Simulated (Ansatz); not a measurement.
# TaC: alloy series

Take TaC in the rock salt structure (space group Fm-3m, No. 225; a = 4.476 Å) as the base.

The other end (x = 1) is TaSn in the rock salt structure (space group Fm-3m, No. 225; a hypothetical phase, not in the database extracts checked): 22.50 Å³/atom, gap zero; this end may not be an ambient phase.

Sn replaces a fraction x of C; each row is one arrangement (x, atoms in the cell, starting space group or random), fully relaxed.

Calculations: PBE, PAW, 420 eV (Ansatz, a program for electronic structure; spin-orbit coupling left out).

Notes on the quantities. mixing energy: to 0.01 eV only: unlike meshes or grids; against an end that may be hypothetical.

| case | density | mixing energy |
|---|---|---|
| base | 14.29 g/cm³ | – |
| x(Sn) = 0.25, 8 atoms, Pm-3m | 12.74 g/cm³ | +1.04 eV/atom |
| x(Sn) = 0.333, 6 atoms, Immm | 11.99 g/cm³ | +0.31 eV/atom |
| x(Sn) = 0.667, 6 atoms, I4/mmm | 11.80 g/cm³ | -0.37 eV/atom |
| x(Sn) = 0.75, 8 atoms, Pmmm | 11.06 g/cm³ | -0.01 eV/atom |

Each cell is one ordered arrangement of few atoms, which overstates ordering effects compared with a random alloy. Stability against distortions was not tested. The final runs are not spin-polarised. An odd electron count without spin: TaC, TaSn, Ta3SnC2 and Ta3Sn2C. TaSn has a high density of states at the Fermi level and may be magnetic at this level. Under x(Sn) = 0.333, 6 atoms, Immm, x(Sn) = 0.667, 6 atoms, I4/mmm and x(Sn) = 0.75, 8 atoms, Pmmm the cell changed shape so far that it is another structure.
